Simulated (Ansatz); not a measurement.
**InSb: response to strain**

The reference is InSb in the zinc blende structure (space group F-43m, No. 216; a = 6.5559 Å). Axes: x, y, z lie along the cube axes.

Strains are applied to the cell and any free atomic positions relax.

Computed with DFT with r2SCAN, PAW potentials and a 500 eV plane-wave cutoff in Ansatz (a quantum-chemistry and plane-wave program), without spin-orbit coupling.

Candidates:
(a) tensor shear ε_xy = −0.85 %
(b) isotropic strain −1.21 %
(c) strain tensor (xx, yy, zz, yz, xz, xy) = (+0.55, −2.20, +0.12, +1.11, −0.99, −0.14) %

Notes on the quantities. energy relative to the base: free energy F.

Order them by energy relative to the base, lowest first.

(a) tensor shear ε_xy = −0.85 % (+0.9 meV/atom), (c) strain tensor (xx, yy, zz, yz, xz, xy) = (+0.55, −2.20, +0.12, +1.11, −0.99, −0.14) % (+5.5 meV/atom), (b) isotropic strain −1.21 % (+6.6 meV/atom)

Whether these cells are dynamically stable was not tested. All final runs are without spin polarisation.
